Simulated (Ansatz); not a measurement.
Base system: an 8-atom supercell of SiC in the wurtzite structure (space group P6_3mc, No. 186; a = 3.0759 Å, c = 5.0477 Å) at its relaxed geometry.

The values are results of PBEsol (Ansatz, a quantum-chemistry and plane-wave program; PAW; 420 eV plane waves; spin-orbit coupling left out), not measurements.

One neutral defect a cell, atoms relaxed at fixed cell.

One change was made to it. Results:

| quantity | base | after |
|---|---|---|
| largest displacement of a host atom from its site in the perfect cell | – | 0.10 Å |
| pressure | 0.0 GPa | 11.8 GPa |

Problem. Which change produced these results?
A) Si vacancy, symmetric start
B) Si on a C site (antisite), symmetric start
C) B on a C site

Solution. C, B on a C site. For comparison, the largest displacement of a host atom from its site in the perfect cell in the other runs: Si on a C site (antisite), symmetric start gives 0.42 Å; Si vacancy, symmetric start gives 0.40 Å.

Other magnetic orders, which the real material may have, were not ruled out. In so small a cell the defect repeats every few ångströms: this is an ordered compound, not a dilute defect. A case with no gap was solved on a k-mesh chosen for an insulator, which is coarse for it. Defects with a symmetric start kept the site's symmetry and may sit on a saddle; the others started slightly shaken. Starting moments died away, wholly or in part, for B on a C site, Si on a C site (antisite) and Si vacancy; another magnetic solution may exist.
